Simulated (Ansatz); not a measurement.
Start from BN in the rock salt structure (space group Fm-3m, No. 225; a hypothetical phase, not in the database extracts checked).

```
BN
1.0
    0.00000     1.74136     1.74136
    1.74136     0.00000     1.74136
    1.74136     1.74136     0.00000
N B
1 1
Direct
  0.00000   0.00000   0.00000
  0.50000   0.50000   0.50000
```

Cartesian axes are those of the cell as printed.

Computed with plane-wave PAW DFT at the PBEsol level (Ansatz, a first-principles code, 420 eV), no spin-orbit coupling.

Perturbation: uniaxial strain ε_zz = −0.52 %, all other strain components held at zero, atoms relaxed at fixed cell.

### Question
Predict the stress tensor and what it implies for the stiffness.

### Answer
Stress of the strained cell less that of the base (GPa, compression positive):
```
   1.64    0.00    0.00
   0.00    1.64    0.00
   0.00    0.00    3.06
```

Then −Δσ_ii/ε with ε = -0.0052 gives relaxed-ion elastic constants: C33 ≈ 588 GPa, C13 ≈ 316 GPa and C23 ≈ 316 GPa.

Whether these cells are dynamically stable was not tested.
